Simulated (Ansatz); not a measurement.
N vacancy (V_N) in wurtzite AlN (start: the N site; 192-site cell, 2×2×1 shifted sampling), charge +3. These are PBE, PAW (plane waves to 420 eV; Ansatz, an electronic-structure program) values and carry that method's errors.

total energy of the defect cell: -88364.3478 eV
total energy of the perfect cell: -88728.3071 eV
μ(N) in N2 molecule in a box, atoms added −1: -384.0131 eV
Δμ(N), Al-rich: -2.736 eV
valence-band maximum on the cell's zero: 6.946 eV
image correction with alignment: 1.372 eV
Fermi level above the maximum: 0.60 eV

Question: Work out the formation energy.

Answer: E_f = E(defect) − E(perfect) − Σ n μ + q (E_VBM + E_F) + E_corr = 363.959 − (386.749) + (22.637) + (1.372) = 1.22 eV.
